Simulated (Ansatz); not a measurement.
Abridged Ansatz (a program for electronic structure) output:

```
Relaxation: its limit of steps is 60 (relax.max_steps)
Pseudopotential: Te, paw, valence charge 16
Pseudopotential: Pt, paw, valence charge 18
Crystal: 3 atoms, lattice volume = 71.751 Å³
Basis set: ecut = 420 eV, 1397 PW (Γ), exchange–correlation on 60×60×72 points (8 copies of the dense FFT grid, shifted against one another)
Bands: 30, of which v1, the nominal top of the filled ones, is band 25 counted from 1 (24 counted from 0)
Symmetry: 12 space group operations
k-points: 161 of 1521
Functional: x = pbe(κ = 0.804, μ = 0.2195149727645171), c = pbe(β = 0.06672455060314922)
SCF iter   1: F=—  HF=-26485.743829 eV  |F-HF|=—  |Δ(HF+E_count)|=         —  Δρ=3.08e-3  dr2=6.90e-3  ethr=1.77e-3  ⟨swp⟩=6.4  Hψ=20964  notcnv=0
SCF iter   2: F=—  HF=-26485.743074 eV  |F-HF|=—  |Δ(HF+E_count)|=   7.55e-4  Δρ=1.27e-3  dr2=1.36e-3  ethr=1.38e-5  ⟨swp⟩=2.0  Hψ=7909  notcnv=0
SCF 1 converged in 7 iterations: F = -26485.743139 eV  dr2 = 1.26e-8
relax step   1: F+E_penalty+E_count = -26485.74313895 eV  Δ(F+E_penalty+E_count) = +0.000e0 eV  max|allowed force component| = 3.285e-4 eV/Å  Δτ_max = 0.0000 Å  P = +0.706 GPa  Ω = 71.751 Å³  (7 SCF iters, dr2 threshold 1.00e-7 eV, accepted)
[... steps on the carried basis left out ...]
relax step   7: F+E_penalty+E_count = -26485.73796788 eV  Δ(F+E_penalty+E_count) = +2.102e-4 eV  max|allowed force component| = 5.273e-5 eV/Å  Δτ_max = 0.0000 Å  P = +1.502 GPa  Ω = 70.993 Å³  stress off target by 2.17e-3 GPa  SCF on the basis re-selected at this cell (its energy is not comparable with the rows above)  (6 SCF iters)
SCF converged after 6 iterations
Free energy (F): -26485.737968 eV
Internal energy: -26485.727323 eV  (E = F + TS)
E sigma→0 (E₀):  -26485.732646 eV
Entropy (-TS):   -0.010645 eV (-3.548 meV/atom)
Fermi energy:    14.389294 eV
  E_disp       = -1.734072  (pairwise vdW)
--- Forces (eV/Å), atoms counted from 1 ---
  atom   1  Te    -0.00000000     0.00000000     0.00005273
  atom   2  Te     0.00000000    -0.00000000    -0.00005273
  atom   3  Pt    -0.00000000    -0.00000000     0.00000000
--- Stress (GPa, compression-positive) ---
        1.502173       0.000000       0.000000
        0.000000       1.502173       0.000000
        0.000000       0.000000       1.500638
  P = ⅓ Tr σ = 1.5017 GPa (15.017 kbar)
--- Relaxed structure (6 steps of the walk, 5 accepted, 1 SCFs on fresh bases) ---
  cell:  # Å, volume = 70.9934 Å³
    - [4.037580409163849, -6.502799234013847e-33, -4.564207667899176e-18]
    - [-2.0187902045819244, 3.4966472041582617, 2.2821038339495904e-18]
    - [-5.714446684892463e-18, 1.1808206308502501e-33, 5.028572098944086]
  atoms:
    - { symbol: Te, position: [0.3333333333333333, 0.6666666666666666, 0.2699665813172685] }
    - { symbol: Te, position: [0.6666666666666666, 0.3333333333333333, 0.7300334186827314] }
    - { symbol: Pt, position: [-1.8012801649790866e-35, -1.2218044746239778e-35, 7.136488999824644e-21] }
```

**Question.** What was computed, and what are the main results?

**Answer.** PtTe2, 3 atoms in the cell, with PBE-D3(BJ) (Ansatz), without spin-orbit coupling, from a series relaxed to a target (pressure 1.5 GPa). The last SCF converged to F = -26485.737968 eV, or -8828.5793 eV per atom, at a pressure of 1.50 GPa. The total energy compares only with runs of the same code, potentials and settings.

Load acts through the strain it causes; cell and atoms are relaxed under it. Whether these cells are dynamically stable was not tested. All final runs are without spin polarisation. The cell was made from PtTe₂ (space group P-3m1, No. 164; layered) by this change: pressure 1.5 GPa.

Keys are those of Ansatz 0.2.
